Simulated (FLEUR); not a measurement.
A self-consistent single point of CrB (I4_1/amd, 8 atoms in the cell) with FLEUR.

Method of the run: LDA (Perdew-Zunger), all-electron FLAPW (FLEUR), scalar-relativistic valence.

```yaml
crystal:
  lattice:
    - [-1.45024, 1.45024, 7.80152]
    - [1.45024, -1.45024, 7.80152]
    - [1.45024, 1.45024, -7.80152]
  atoms:
    - { symbol: Cr, position: [0.19757, 0.19757, 0.00000] }
    - { symbol: Cr, position: [0.94757, 0.44757, 0.50000] }
    - { symbol: Cr, position: [0.55243, 0.05243, 0.50000] }
    - { symbol: Cr, position: [0.80243, 0.80243, 0.00000] }
    - { symbol: B, position: [0.34227, 0.34227, 0.00000] }
    - { symbol: B, position: [0.09227, 0.59227, 0.50000] }
    - { symbol: B, position: [0.40773, 0.90773, 0.50000] }
    - { symbol: B, position: [0.65773, 0.65773, 0.00000] }
```

Reference input (self-consistent single point, DFT, PBEsol, all-electron FLAPW (FLEUR), scalar-relativistic valence): Kmax = 3.9 1/bohr; GmaxXC = 15.6 1/bohr; xcFunctional = PBEs; jspins = 1; l_soc = F; mode = gauss; fermiSmearingEnergy = 0.00183747 Htr; mesh (inpgen div1-3) = 7 7 7; inpgen gamma flag = false; Gmax = 15.6 1/bohr; numbands = 0; maxIterBroyd = 15. This run's input differs from it in these lines:

```diff
@@ -20,3 +20,3 @@
 &comp jspins=1 /
-&exco xctyp='PBEs' /
+&exco xctyp='pz' /
 &kpt div1=7 div2=7 div3=7 /
@@ -33,3 +33,3 @@
       <coreElectrons ctail="T" frcor="F" kcrel="0" coretail_lmax="0"/>
-      <xcFunctional name="PBEs" relativisticCorrections="F"/>
+      <xcFunctional name="pz" relativisticCorrections="F"/>
       <magnetism jspins="1"/>
```

Output, abridged:

```
 Iteration:     1   Distance:      51.23785660 me/bohr^3
 Iteration:     2   Distance:      40.55726817 me/bohr^3
 Iteration:     3   Distance:      12.70819253 me/bohr^3
 Iteration:     4   Distance:      12.04352477 me/bohr^3
 Iteration:     5   Distance:       2.30443988 me/bohr^3
   [... 9 lines left out ...]
 Iteration:    15   Distance:       0.00008103 me/bohr^3
 Iteration:    16   Distance:       0.00007177 me/bohr^3
 Iteration:    17   Distance:       0.00004904 me/bohr^3
 Iteration:    18   Distance:       0.00000943 me/bohr^3
 Reset of history
 Run finished successfully
 Stop message:
   Structural relaxation: new displacements generated

[file out, last iteration]
             iter=     19
[...]
          total density-effective poten   -6.8095311695E+03
          total charge density-energy d   -2.0259055348E+02
 Updated energy parameters for spin:           1
[...]
 fermi energy and band-weighting factors:

[...]
FERMIE:
          first approx. to ef    (T=0)  :   0.491812 htr   (energy of the highest occ. eigenvalue)
          number of occ. states  (T=0)  :       1361
          first approx. to seigv (T=0)  : -31.500809 htr
          sum of weights of occ. states :  34.000000
          sum of semicore charge        :   0.000000 e
          fermi energy=   0.49151 har   work function= -13.37469 ev
          number of valence electrons=  68.00000
   [... lines left out ...]
          total moment                 =     0.00000
 Direct bandgap for spin            1 :    9.1337315182077328E-004  Htr
 ---->    free energy=                     -4294.1935316630 htr
   [... lines left out ...]
      extrapolation for T->0
 ---->    total electron energy=           -4294.1935316630 htr
 ***** TOTAL FORCES ON ATOMS *****
 TOTAL FORCE FOR ATOM TYPE=  1  X= -1.370   Y=  0.000   Z=  9.511
                       FX_TOT= 0.000000 FY_TOT= 0.000000 FZ_TOT=-0.001741
 TOTAL FORCE FOR ATOM TYPE=  2  X= -1.370   Y=  0.000   Z= 13.778
                       FX_TOT= 0.000000 FY_TOT= 0.000000 FZ_TOT= 0.001058
```

The run converged in 18 iterations. FLEUR gives forces in its relaxation mode, with a further iteration, so its stop message speaks of a relaxation. Against the reference run the largest force goes from 0.045 to 0.090 eV/Å.

The starting cell comes from a database of computed structures (which also holds hypothetical and non-ambient phases and stackings), without a prior relaxation at this level. Spin polarisation is off. Values depend on the basis (sphere radii, cutoffs, local orbitals), which need not be converged. The log's line on a gap gives a spacing of levels on this mesh, which the program prints for metals too.

Cost on one core of a shared machine: roughly 3 min.
